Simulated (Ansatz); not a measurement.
Results of LDA in Ansatz (PAW) for MoSi (P-6m2, No. 187, 2 atoms in the cell; start mp-972845).

Settings: plane-wave cutoff 520 eV, 24×24×16 k mesh (along the axes of the cell as run), Fermi–Dirac smearing 0.05 eV, no spin polarisation, scalar-relativistic PAW data made under PBE.

Cell (relaxed at this level):

Space group P-6m2 (No. 187); a = b = 3.086 Å, c = 3.469 Å, α = β = 90.00°, γ = 120.00°

```tsv
atom	site	symmetry	x	y	z
Si	1a	-6m2	0.0000	0.0000	0.0000
Mo	1d	-6m2	0.3333	0.6667	0.5000
```

What does this level give for the bulk modulus?


* **bulk modulus**: 215 GPa

Note: the run has no spin polarisation, so it can have missed a magnetic state; the bulk modulus is −V dP/dV from two relaxed cells at ±2 % in volume; the relaxation could not lower the start's symmetry, so the cell can be a saddle point above a distorted one.

A start named mp-… is a Materials Project structure, which need not be a measured phase.

Ansatz is a quantum-chemistry and plane-wave program.
